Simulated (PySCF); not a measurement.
PySCF 2.14.0, BP86/def2-svp, df: [Si]=[SiH2], 4 atoms. The geometry is a generated start, not checked to be a minimum at this level.

```json
{
  "task": "energy",
  "method": "bp86",
  "basis": "def2-svp",
  "two_electron_scheme": "density fitting",
  "mol.max_memory": "3000 MB",
  "mf.max_cycle": "100",
  "mf.conv_tol": "1e-09 (default)",
  "mf.grids.level": "3 (default)",
  "basis_functions": "46",
  "grid_points": "57976"
}
```

```xyz
4

Si    -0.0663    -0.0332     0.0197
Si     2.0732    -0.1144    -0.3776
H     -0.9767     1.0783    -0.3358
H     -1.0302    -0.9307     0.6937
```

With the defaults (mf.DIIS = CDIIS, mf.diis = true, mf.damp = 0, mf.diis_start_cycle = 1, mf.level_shift = 0, mf.diis_damp = 0, mf.init_guess = minao, mf.diis_space = 8) it converges in 12 Fock builds. One run each on 2 threads, 1 BLAS thread, with these changes:
- mf.diis_space = 3
- mf.damp = 0.3, mf.diis_start_cycle = 4
- mf.diis = false, mf.damp = 0.7, mf.diis_start_cycle = 999
- mf.DIIS = EDIIS
- mf.init_guess = atom
- mf.diis_damp = 0.3
- mf.level_shift = 0.3 Hartree
- mf.diis = false
- mf.level_shift = 0.1 Hartree

Problem. Which runs fail or end elsewhere than the default run?

Solution. No convergence: mf.DIIS = EDIIS; mf.diis = false (the run ends without SCF convergence in 100 cycles). The rest reach the solution of the defaults.

| setting | Fock builds | end |
|---|---|---|
| mf.diis_damp = 0.3 | 11 | same solution |
| the defaults | 12 | same solution |
| mf.level_shift = 0.1 Hartree | 12 | same solution |
| mf.init_guess = atom | 12 | same solution |
| mf.diis_space = 3 | 16 | same solution |
| mf.damp = 0.3, mf.diis_start_cycle = 4 | 17 | same solution |
| mf.level_shift = 0.3 Hartree | 20 | same solution |
| mf.diis = false, mf.damp = 0.7, mf.diis_start_cycle = 999 | 22 | same solution |
| mf.DIIS = EDIIS | 101 | no convergence |
| mf.diis = false | 101 | no convergence |
